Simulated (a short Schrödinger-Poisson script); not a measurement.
System: gated Al0.33Ga0.67N/GaN polarisation-induced gas, at 20 K.

```
layer       material  thickness (nm)  Na (cm⁻³)
-----  -------------  --------------  ---------
1      Al0.33Ga0.67N              25          -
2                GaN            6000       4e14
```

Constants are typed, rounded textbook-type inputs, not results; the design itself was drawn at random and stands for no fabricated device. Al0.33Ga0.67N: permittivity 9.3, conduction-band edge (eV) 0.462, gap (eV) 4.09, electron mass (mₑ) 0.24, Nv at 300 K (cm⁻³) 4.6e19. GaN: permittivity 9.5, conduction-band edge (eV) 0, gap (eV) 3.43, Nv at 300 K (cm⁻³) 4.6e19.

Channel valleys (confinement mass, in-plane density-of-states mass, number): Γ 0.2, 0.2, 1. At the gate the conduction-band edge of layer 1 lies 1.27 eV − eVg above the Fermi level of the channel; the field vanishes at the back. Sheet of polarisation charge: +1.6e13 e/cm² at 25 nm from the gate. The barrier under the gate holds no holes. Gaps are held at their typed values at every temperature. Mesh 0.08 nm at interfaces.

From a short Schrödinger-Poisson script (our own, NumPy): 1D Poisson equation in equilibrium, electrons quantum, Hartree (BenDaniel-Duke, 40 states a valley, the channel's in-plane mass for all, wave functions free to enter the barrier), parabolic valleys, classical holes, full ionisation, no traps, pinning or gate leakage.

List the lowest subbands of each valley and their electrons at Vg = 0.5 V.


```
valley  subband  energy from the Fermi level (meV)  electrons (cm⁻²)  share (%)
------  -------  ---------------------------------  ----------------  ---------
Γ             0                             -152.9           1.28e13       88.9
Γ             1                              -19.0           1.59e12       11.1
Γ             2                               11.4            1.93e8        0.0
```

All electrons: 1.44e13 cm⁻².
